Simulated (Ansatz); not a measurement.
Ansatz (a program for electronic structure) run on a (110) slab of Nb3Sn (cut from a parent of space group no. 223; 16 atoms in the cell): self-consistent single point.

Computed with PBEsol, PAW files made with PBE (plane waves; Ansatz).

```
Nb3Sn
1.0
    5.32775     0.00000     0.00000
    0.00000     7.53458     0.00000
    0.00000     0.00000    20.58880
Nb Sn
12 4
Direct
  0.50000   0.68750   0.43142
  0.50000   0.93750   0.33999
  0.00000   0.93750   0.43142
  0.00000   0.68750   0.33999
  0.25000   0.31250   0.38571
  0.75000   0.31250   0.38571
  0.50000   0.18750   0.61430
  0.50000   0.43750   0.52286
  0.00000   0.43750   0.61430
  0.00000   0.18750   0.52286
  0.25000   0.81250   0.56858
  0.75000   0.81250   0.56858
  0.00000   0.56250   0.47714
  0.50000   0.06250   0.47714
  0.00000   0.06250   0.66001
  0.50000   0.56250   0.66001
```

Reference input (self-consistent single point, DFT, PBEsol, plane waves, PAW files made with PBE): kpoints.mp_grid.grid = 5 4 1; hamiltonian.xc = pbesol; hamiltonian.pseudopotentials = {kind: paw} (the program's default PAW files); scf.occupations.method = gaussian; scf.occupations.width = 0.1 eV. This run's input differs from it in these lines:

Ansatz 0.2 input:
```diff
@@ -28,3 +28,3 @@
 scf:
-  occupations: { method: gaussian, width: 0.1 eV }
+  occupations: { method: gaussian, width: 0.03 eV }
 output:
```

Log, with long lists cut:

```
SCF iter   1: F=—  HF=-77749.113280 eV  |F-HF|=—  |Δ(HF+E_count)|=         —  Δρ=5.08e-2  dr2=1.18e2  ethr=3.10e-3  ⟨swp⟩=9.4  Hψ=5339  notcnv=0  defer=25
all-band conjugate gradients solve this SCF's bands
preconditioner: auto → LDOS
SCF iter   2: F=—  HF=-77738.568010 eV  |F-HF|=—  |Δ(HF+E_count)|=    1.05e1  Δρ=3.50e-2  dr2=5.35e1  ethr=3.10e-3  ⟨swp⟩=4.0  Hψ=2719  notcnv=0  defer=136
   [... lines left out ...]
SCF iter  11: F=—  HF=-77735.823230 eV  |F-HF|=—  |Δ(HF+E_count)|=   8.08e-4  Δρ=2.71e-5  dr2=5.41e-6  ethr=1.84e-8  ⟨swp⟩=2.0  Hψ=1572  notcnv=0  defer=134
SCF iter  12: F=—  HF=-77735.823239 eV  |F-HF|=—  |Δ(HF+E_count)|=   8.67e-6  Δρ=1.23e-5  dr2=8.66e-7  ethr=2.55e-9  ⟨swp⟩=2.7  Hψ=2094  notcnv=0  defer=134
SCF iter  13: F=—  HF=-77735.823242 eV  |F-HF|=—  |Δ(HF+E_count)|=   3.34e-6  Δρ=6.27e-6  dr2=3.53e-7  ethr=4.08e-10  ⟨swp⟩=2.3  Hψ=1865  notcnv=0  defer=134
SCF iter  14: F=-77735.823243 eV  HF=-77735.823243 eV  |F-HF|=1.62e-7  |Δ(HF+E_count)|=   9.81e-7  Δρ=1.88e-6  dr2=2.97e-8  ethr=4.72e-11  ⟨swp⟩=15.6  Hψ=6848  notcnv=0
SCF 1 converged in 14 iterations: F = -77735.823243 eV  dr2 = 2.97e-8
Free energy (F): -77735.823243 eV
Internal energy: -77735.806484 eV  (E = F + TS)
E sigma→0 (E₀):  -77735.814864 eV
Entropy (-TS):   -0.016759 eV (-1.047 meV/atom)
Fermi energy:    3.568640 eV
--- Forces (eV/Å), atoms counted from 1 ---
  atom   1  Nb     0.00000000     0.74336222    -1.33084193
  atom   2  Nb     0.00000000     0.05978947     1.84112159
  atom   3  Nb     0.00000000    -0.74336222    -1.33084193
  atom   4  Nb     0.00000000    -0.05978947     1.84112159
  atom   5  Nb     0.00000000     0.00000000     0.66659316
  atom   6  Nb     0.00000000     0.00000000     0.66659316
  atom   7  Nb     0.00000000    -0.35723519    -0.15985260
  atom   8  Nb     0.00000000    -1.00170199     0.08709737
   [... lines left out ...]
  atom  16  Sn     0.00000000    -0.40184564    -0.79411092
--- Stress (GPa, compression-positive) ---
       -5.938284       0.000000       0.000000
        0.000000      -5.664862       0.000000
        0.000000       0.000000      -3.457515
  P = ⅓ Tr σ = -5.0202 GPa (-50.202 kbar)
  The stress holds the Pulay correction. Without it, at fixed plane waves, as pw.x and ABINIT print it: P = -5.0243 GPa
```

The run converged in 14 iterations. Against the reference run the free energy rises by 3.8 meV/atom and the largest force goes from 1.802 to 1.842 eV/Å.

The starting cell comes from a database of computed structures (which also holds hypothetical and non-ambient phases and stackings), without a prior relaxation at this level. The slab is cut from that crystal, and its faces are unrelaxed. Its lattice was rescaled in the plane by a random factor within 2.5 % of one. Spin polarisation is off. The two faces of this cut differ, and no dipole correction was used. Forces in this geometry exceed 1 eV/Å.

Cost on one core of a shared machine: roughly 2 min.
